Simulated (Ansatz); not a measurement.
The starting structures come from a database of crystals and need not be the phases stable at ambient conditions.

By PBEsol, the system below comes out a metal.

A figure of merit of an interconnect metal is its ballistic conductance per area.

```
CELL_PARAMETERS angstrom
      5.06249     0.00000     0.00000
      2.17669     4.57064     0.00000
      1.44290    -2.28532     2.70271
ATOMIC_POSITIONS crystal
  Ti 0.00000 0.00000 0.00000
  Al 0.50000 0.50000 0.00000
  Al 0.25000 0.25000 0.50000
  Al 0.75000 0.75000 0.50000
```

The cell is taken as given.

The current flows along the normal of the first two printed cell vectors, the (110) plane of the conventional cell. No spin-orbit coupling; the value is a mean over 0.1 eV about the Fermi level.

### Question
Predict the ballistic conductance per area from PBEsol (Ansatz, a program for electronic structure).

### Answer
0.49 × 10¹⁵ S/m² for both spins.
